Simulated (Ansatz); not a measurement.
Start from InP in the zinc blende structure (space group F-43m, No. 216; a = 5.9073 Å).

Calculations: r2SCAN (Ansatz, a first-principles code), no SOC, earlier PAW set.

Strains are applied to the cell and any free atomic positions relax.

One change was made to it. Results:

| quantity | base | after |
|---|---|---|
| valley order (the lowest conduction-band minima on the path, energy above the VBM, named in the base's zone) | Γ 1.02 eV; L along ⟨111⟩ 1.79 eV; X along ⟨100⟩ 2.04 eV | Γ 1.43 eV; X along ⟨100⟩ 1.92 eV; L along ⟨111⟩ 1.98 eV |
| width of the top valence band | 2.90 eV | 3.23 eV |

Q: Which change produced these results?
A) isotropic strain +0.69 %
B) isotropic strain −4.11 %
C) isotropic strain −2.32 %

A: C, isotropic strain −2.32 %. For comparison, the valley order in the other runs: isotropic strain +0.69 % gives Γ 0.90 eV; L along ⟨111⟩ 1.74 eV; X along ⟨100⟩ 2.07 eV; isotropic strain −4.11 % gives Γ 1.75 eV; X along ⟨100⟩ 1.82 eV; L along ⟨111⟩ 2.12 eV.

The levels and masses belong to the bands next to the band gap. Stability against distortions was not tested.
